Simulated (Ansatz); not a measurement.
## Relaxation of cell and atoms of Ti3Sn (Cmcm, 8 atoms in the cell) at several settings

```yaml
crystal:
  lattice:
    - [2.86638, -5.24855, 0.00000]
    - [2.86638, 5.24855, 0.00000]
    - [0.00000, 0.00000, 4.74144]
  atoms:
    - { symbol: Ti, position: [0.17907, 0.82093, 0.75000] }
    - { symbol: Ti, position: [0.82093, 0.17907, 0.25000] }
    - { symbol: Ti, position: [0.16799, 0.31441, 0.75000] }
    - { symbol: Ti, position: [0.83201, 0.68559, 0.25000] }
    - { symbol: Ti, position: [0.31441, 0.16799, 0.25000] }
    - { symbol: Ti, position: [0.68559, 0.83201, 0.75000] }
    - { symbol: Sn, position: [0.66730, 0.33270, 0.75000] }
    - { symbol: Sn, position: [0.33270, 0.66730, 0.25000] }
```

Base: PBEsol, default PAW files made with PBE (Ansatz, a first-principles code). Its settings: kpoints.mp_grid.grid = 4 4 5; hamiltonian.xc = pbesol; hamiltonian.pseudopotentials = {kind: paw} (the program's default PAW files); scf.occupations.method = gaussian; scf.occupations.width = 0.0037 Ry. Starting volume 17.83 Å³ per atom.

Each line gives the change from the base single point and the result:

- relax: default → cell and atoms: pressure 0.01 GPa; largest force (vector length) 0.001 eV/Å; final cell a = 5.9084 Å, b = 5.9084 Å, c = 4.7013 Å, α = 90.00°, β = 90.00°, γ = 122.36°; final volume per atom 17.33 Å³; relaxation steps 6; free energy against the base single point -6.0 meV/atom.
- relax: default → cell and atoms; relax.cell.p_target: default → 5 GPa: pressure 4.99 GPa; largest force (vector length) 0.006 eV/Å; final cell a = 5.8343 Å, b = 5.8343 Å, c = 4.6486 Å, α = 90.00°, β = 90.00°, γ = 122.37°; final volume per atom 16.71 Å³; relaxation steps 5; free energy against the base single point 3.4 meV/atom.

The starting cell comes from a database of computed structures (which also holds hypothetical and non-ambient phases and stackings), without a prior relaxation at this level. Spin polarisation is off. Ansatz's pressure includes its estimate of the finite-basis (Pulay) stress.

Left out of this page: 1 run of the series outside the window shown, repeating another row's setting, or not comparable.

Keys are those of Ansatz 0.2.
